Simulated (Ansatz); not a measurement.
**A series of runs on BiB (P6_3mc, 8 atoms in the cell)**

```
BiB
1.0
    3.88257     0.00000     0.00000
   -1.94129     3.36241     0.00000
    0.00000     0.00000    12.71055
B Bi
4 4
Cartesian
  0.00000   0.00000   0.00000
  0.00000   0.00000   6.35528
  1.94129   1.12080   9.53520
  0.00000   2.24161   3.17993
  0.00000   0.00000  10.32300
  0.00000   0.00000   3.96773
  1.94129   1.12080   7.15973
  0.00000   2.24161   0.80445
```

Base run A: PBE (Ansatz, a program for electronic structure), self-consistent single point.

Its settings: kpoints.mp_grid.grid = 5 5 2; hamiltonian.xc = pbe; hamiltonian.pseudopotentials = {kind: paw} (the program's default PAW files); scf.occupations.method = cold; scf.occupations.width = 0.136 eV.

The starting cell was generated: these elements placed on a structure prototype, without a prior relaxation; it need not be a known phase or ordering of this composition. Its lattice was rescaled by a random factor within 2.5 % of one. Ansatz's pressure includes its estimate of the finite-basis (Pulay) stress.

ΔF is the free energy per atom less that of run A. 

Run A gave: pressure (GPa) 0.83; largest force (eV/Å) 0.237; iterations 7.

Runs:
- B: scf.mixing.algorithm, scf.mixing.beta = broyden, 0.02
- C: scf.mixing.algorithm, scf.mixing.beta = broyden, 0.05
- D: scf.mixing.algorithm, scf.mixing.beta = broyden, 0.1
- E: scf.mixing.algorithm, scf.mixing.beta = broyden, 0.2
- F: scf.mixing.algorithm, scf.mixing.beta = broyden, 0.3
- G: scf.mixing.algorithm, scf.mixing.beta = broyden, 0.5
- H: scf.mixing.algorithm, scf.mixing.beta = broyden, 0.7
- I: scf.mixing.algorithm, scf.mixing.beta = broyden, 0.9
- J: scf.mixing.algorithm, scf.mixing.beta = broyden, 1

**Question.** Which runs reach the base run's state, and which is quickest in iterations?

**Answer.** Runs B, C, D, E, F, G, H, I, J reached the same state as A (within 1 meV/atom). The fewest iterations to that state were 7 (A, G, H, I, J); the most were 14.

```
run  ΔF (meV/atom)  pressure (GPa)  largest force (eV/Å)  iterations
---  -------------  --------------  --------------------  ----------
A             0.00            0.83                 0.237           7
B             0.00            0.83                 0.237          14
C             0.00            0.83                 0.237          12
D             0.00            0.83                 0.237          11
E             0.00            0.83                 0.237           9
F             0.00            0.83                 0.237           8
G             0.00            0.83                 0.237           7
H             0.00            0.83                 0.237           7
I             0.00            0.83                 0.237           7
J             0.00            0.83                 0.237           7
```

Keys are those of Ansatz 0.2.
